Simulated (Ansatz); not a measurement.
The reference is TlBr in the CsCl type structure (space group Pm-3m, No. 221).

```
CELL_PARAMETERS angstrom
      3.83953     0.00000     0.00000
      0.00000     3.83953     0.00000
      0.00000     0.00000     3.83953
ATOMIC_POSITIONS crystal
  Tl 0.00000 0.00000 0.00000
  Br 0.50000 0.50000 0.50000
```

Computed with LDA (Ansatz, an electronic-structure program; PAW; 420 eV plane waves; no spin-orbit coupling).

For the base:

The pressure is -0.01 GPa.

It is then changed as follows: the cell is scaled by 0.9950 in all directions; the atoms relax in the strained cell.

Question: How does this affect the mean gap deformation potential ΔEg/Δln V?

Answer: The mean gap deformation potential ΔEg/Δln V is +3.1 eV.

Question: What happens to the pressure?

Answer: The pressure grows by 0.524 GPa to 0.52 GPa.

With Tl present, leaving out spin-orbit coupling can change the band edges. No phonon test of stability was made.
